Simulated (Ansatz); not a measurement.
The reference is SnO$_{2}$ in the rutile structure (space group P4_2/mnm, No. 136; a = 4.828 Å, c = 3.238 Å).

Computed with Kohn–Sham DFT with the PBE functional, run in Ansatz (a program for electronic structure) with PAW and 420 eV plane waves, no spin-orbit coupling.

Strains are applied to the cell and any free atomic positions relax.

One change was made to it. Results:

| quantity | base | after |
|---|---|---|
| energy relative to the base (free energy F) | 0 meV/atom | +22 meV/atom |
| pressure (mean of the normal stresses, compression positive) | 0.0 kbar | 110.1 kbar |
| mean gap deformation potential ΔEg/Δln V | – | -10.7 eV |

Which change produced these results?
A. isotropic strain −3.00 %
B. isotropic strain −0.60 %
C. isotropic strain −1.80 %
D. isotropic strain −2.40 %

C, isotropic strain −1.80 %. For comparison, the energy relative to the base in the other runs: isotropic strain −2.40 % gives +40 meV/atom; isotropic strain −0.60 % gives +2.3 meV/atom; isotropic strain −3.00 % gives +63 meV/atom.

No phonon test of stability was made.
